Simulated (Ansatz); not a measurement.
Take KI in the rock salt structure (space group Fm-3m, No. 225; a = 7.182 Å) as the base.

Level of theory: Ansatz (a program for electronic structure) PBE, without spin-orbit coupling.

One change was made to it. Results:

| quantity | base | after |
|---|---|---|
| band gap | 3.86 eV | 4.29 eV |
| gap character | direct at Γ | indirect, Γ → X |
| width of the top valence band | 0.54 eV | 1.02 eV |
| volume per atom | 46.32 Å³ | 33.48 Å³ |

### Question
What was done to the base?
(A) pressure 7.5 GPa
(B) pressure 0.7 GPa
(C) pressure 0.3 GPa
(D) pressure −1 GPa

### Answer
A, pressure 7.5 GPa. For comparison, the band gap in the other runs: pressure 0.7 GPa gives 3.99 eV; pressure −1 GPa gives 3.60 eV; pressure 0.3 GPa gives 3.92 eV.

Spin-orbit coupling, missing from the scalar runs, can matter with I. Load acts through the strain it causes; cell and atoms are relaxed under it. Whether these cells are dynamically stable was not tested. Competing high-pressure phases were not computed.
